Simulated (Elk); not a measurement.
Band structure of EuMg₂Fe (P-3m1, 4 atoms in the cell).

```
EuMg2Fe
1.0
    4.84177     0.00000     0.00000
   -2.42089     4.19310     0.00000
    0.00000     0.00000     5.13784
Eu Mg Fe
1 2 1
Direct
  0.00000   0.00000   0.50000
  0.66667   0.33333   0.97844
  0.33333   0.66667   0.02156
  0.00000   0.00000   0.00000
```
Moments meant for the start (each program seeds them in its own way; μB, in the order of the atoms Eu Mg Mg Fe): 7.0 0.0 0.0 4.0.

Level of theory: PBEsol, all-electron FP-LAPW, Elk's shipped species files, default APW+lo basis in Elk 10.2.4.

Settings: xctype = 22; spinpol = true; rgkmax = 7; stype = 3; swidth = 0.00499791 Ha; ngridk = 5 5 4; reducebf = 0.5; rmtscf = 0.88; bfcmt = [[0.0, 0.0, -1.75], [0.0, 0.0, 0.0], [0.0, 0.0, 0.0], [0.0, 0.0, -1.0]].

The starting cell comes from a database of computed structures (which also holds hypothetical and non-ambient phases and stackings), without a prior relaxation at this level. Spin-orbit coupling is off. The magnetic order is the one reached from the typed start; others were not searched systematically. With U or open f shells several self-consistent states can exist. The f electrons are in the valence without U or exact exchange, which can misplace them near the Fermi level. Spin-orbit terms, which matter for f shells, are left out. Values depend on the basis (sphere radii, cutoffs, local orbitals), which need not be converged.

Levels in eV from the Fermi level, bands 26 to 33 of the first spin channel:
```json
[
 {"point": "Γ", "26": "-0.73", "27": "-0.73", "28": "-0.72", "29": "-0.65", "30": "0.02", "31": "0.54", "32": "2.05", "33": "2.05"},
 {"point": "M", "26": "-0.75", "27": "-0.70", "28": "-0.66", "29": "-0.42", "30": "0.00", "31": "0.39", "32": "0.95", "33": "2.46"},
 {"point": "K", "26": "-0.76", "27": "-0.75", "28": "-0.67", "29": "-0.66", "30": "0.16", "31": "0.17", "32": "2.35", "33": "2.36"},
 {"point": "A", "26": "-0.38", "27": "-0.38", "28": "0.31", "29": "0.33", "30": "0.71", "31": "0.71", "32": "0.80", "33": "1.78"},
 {"point": "L", "26": "-0.69", "27": "-0.61", "28": "-0.48", "29": "-0.23", "30": "0.11", "31": "0.24", "32": "0.88", "33": "1.21"},
 {"point": "H", "26": "-0.66", "27": "-0.50", "28": "-0.50", "29": "0.14", "30": "0.14", "31": "0.59", "32": "0.90", "33": "0.96"}
]
```

Bands cross the Fermi level along this path, so the cell is metallic at this level.

The net moment of the cell came out as 5.43 μB.
